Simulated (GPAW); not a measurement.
Band structure of HfNi3 (P6_3/mmc, 8 atoms in the cell).

```yaml
crystal:
  lattice:
    - [5.28320, 0.00000, 0.00000]
    - [-2.64160, 4.57539, 0.00000]
    - [0.00000, 0.00000, 4.30447]
  atoms:
    - { symbol: Hf, position: [0.33333, 0.66667, 0.75000] }
    - { symbol: Hf, position: [0.66667, 0.33333, 0.25000] }
    - { symbol: Ni, position: [0.15718, 0.31435, 0.25000] }
    - { symbol: Ni, position: [0.84283, 0.68565, 0.75000] }
    - { symbol: Ni, position: [0.84283, 0.15718, 0.75000] }
    - { symbol: Ni, position: [0.15718, 0.84283, 0.25000] }
    - { symbol: Ni, position: [0.68565, 0.84283, 0.25000] }
    - { symbol: Ni, position: [0.31435, 0.15718, 0.75000] }
```

Computed with PBEsol, GPAW PAW datasets PBEsol (made by gpaw-setup) (plane waves; GPAW).

Settings: mode = pw; ecut = 800 eV; xc = PBEsol; kpts = 5 5 6; mesh shift (steps) = 0 0 0; occupations.name = fermi-dirac; occupations.width = 0.1 eV; nbands = -12; convergence.density = 1e-05 e/electron; symmetry.symmorphic = false; symmetry.tolerance = 0.0005; maxiter = 100; bandpath_npoints = 40.

The starting cell comes from a database of computed structures (which also holds hypothetical and non-ambient phases and stackings), without a prior relaxation at this level. Its lattice was rescaled by a random factor within 2.5 % of one. Spin-orbit coupling is off. Spin polarisation is off.

Levels in eV from the Fermi level, bands 57 to 64:
| point | 57 | 58 | 59 | 60 | 61 | 62 | 63 | 64 |
|---|---|---|---|---|---|---|---|---|
| Γ | -0.49 | -0.41 | -0.37 | 0.17 | 0.85 | 0.85 | 1.16 | 1.16 |
| M | -1.13 | -0.66 | -0.57 | -0.47 | 0.92 | 1.06 | 1.25 | 1.49 |
| K | -0.93 | -0.93 | -0.54 | -0.48 | 0.72 | 0.72 | 1.36 | 2.17 |
| A | -0.43 | -0.43 | 0.94 | 0.94 | 1.07 | 1.07 | 1.07 | 1.07 |
| L | -0.89 | -0.89 | -0.51 | -0.51 | 0.25 | 0.25 | 0.76 | 0.76 |
| H | -1.02 | -1.02 | -0.52 | -0.52 | -0.01 | -0.01 | 1.28 | 1.28 |

Bands cross the Fermi level along this path, so the cell is metallic at this level.
